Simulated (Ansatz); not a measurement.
Relaxation of the outer planes of the (320) surface of fcc Ca in its 1x1 cell, outermost plane spacing 0.77 Å in the ideal cut.

Computed with PBE (plane waves to 420 eV, PAW; Ansatz, an electronic-structure program).

Model: 14-atom slab, 10.0 Å thick at the start (thin: gaps and levels are the slab's own), 7x4x1 mesh, Fermi-Dirac 0.1 eV, dipole correction, all atoms relaxed; held to the part of the start's symmetry that mesh and held atoms allow; no spin, no spin-orbit, no U.

```json
[
 {"plane": "1", "atoms": "Ca", "bulk spacing to the next (Å)": "0.767", "relaxed spacing (Å)": "___", "change (%)": "___", "rumpling (Å)": "0.00"},
 {"plane": "2", "atoms": "Ca", "bulk spacing to the next (Å)": "0.767", "relaxed spacing (Å)": "0.948", "change (%)": "23.6", "rumpling (Å)": "0.00"}
]
```

**Question.** Complete the blanks.

**Answer.** 
- 1, relaxed spacing (Å): 0.588
- 1, change (%): -23.3
